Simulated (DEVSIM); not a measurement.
Structure: illuminated GaAs p-on-n cell, one wavelength, at 300 K.

Layer 1 from the left is GaAs, thickness (μm) 0.150, Na (cm⁻³) 7.1e17, τn (s) 6.5e-11, τp (s) 2e-10, absorption coefficient (cm⁻¹) 5200. Layer 2 from the left is GaAs, thickness (μm) 1.70, Nd (cm⁻³) 1.4e15, τn (s) 3.8e-10, τp (s) 3.8e-10, absorption coefficient (cm⁻¹) 5200.

Left contact: ohmic, minority electron recombination velocity 7e6 cm/s. Right contact: ohmic, minority hole recombination velocity 20 cm/s. Voltage is applied to the left contact. Recombination: SRH at mid-gap, radiative, Auger. Light enters at the left, 1.2e18 photons cm⁻² s⁻¹, one pass, no reflection. Mobility is constant in doping.

The device is made up for the run: typed textbook-type constants, with dimensions and the other settings drawn at random. Values at 300 K.

GaAs: gap (eV) 1.424, affinity (eV) 4.07, permittivity 12.9, Nc (cm⁻³) 4.7e17, Nv (cm⁻³) 9e18, μn (cm²/Vs) 8500, μp (cm²/Vs) 400, B (cm³/s) 2e-10, Cn (cm⁶/s) 1e-30, Cp (cm⁶/s) 1e-30.

DEVSIM, 1D drift-diffusion, Boltzmann statistics, complete ionisation; no tunnelling, impact ionisation, image-force lowering or self-heating.

Dark forward current:

```tsv
|V| (V)	|J| (A/cm²)
0.05	5.182e-9
0.10	1.809e-8
0.15	5.255e-8
0.20	1.459e-7
0.25	4.000e-7
0.30	1.093e-6
0.35	2.991e-6
0.40	8.204e-6
0.45	2.258e-5
0.50	6.245e-5
0.55	0.0001738
0.60	0.0004877
0.65	0.001384
0.70	0.003999
0.75	0.01187
0.80	0.03679
0.85	0.1219
0.90	0.4428
0.95	1.772
1.00	7.410
1.05	28.54
1.10	95.46
1.15	313.7
1.20	1140
1.25	4466
```

Q: Work out the local ideality factor n = ΔV / (kT/q · ln(J2/J1)) between the rows 0.15 and 0.20 V, 0.95 and 1.00 V, 1.20 and 1.25 V.

A: kT/q = 25.85 mV. From 0.15 to 0.20 V: ln(1.459e-7/5.255e-8) = 1.021, n = 1.89, near the 2 of recombination in the depletion region. From 0.95 to 1.00 V: ln(7.410/1.772) = 1.431, n = 1.35. From 1.20 to 1.25 V: ln(4466/1140) = 1.365, n = 1.42.

Q: What current could the absorbed light give at most, and what share is collected?

A: Σ αd = 0.962, so qΦ(1 − exp(−Σ αd)) = 119 mA/cm². The simulated short-circuit current is 106.3 mA/cm², a share of 0.89.

Q: Estimate the open-circuit voltage by superposition: the voltage at which the dark current equals that short-circuit current.

A: Interpolating ln J in the table gives 0.844 V. The simulation gives 0.834 V; the estimate lies 10 mV above. Superposition holds where collection doesn't change with voltage.

Q: Estimate the fill factor from FF0 = (v − ln(v + 0.72))/(v + 1), v = qVoc/(nkT), with n from the dark curve.

A: The rows about Voc, 0.80 and 0.85 V, give n = 1.61, so v = 20.0 and FF0 = 0.808. The simulation gives 0.676; the estimate lies 20 % above.
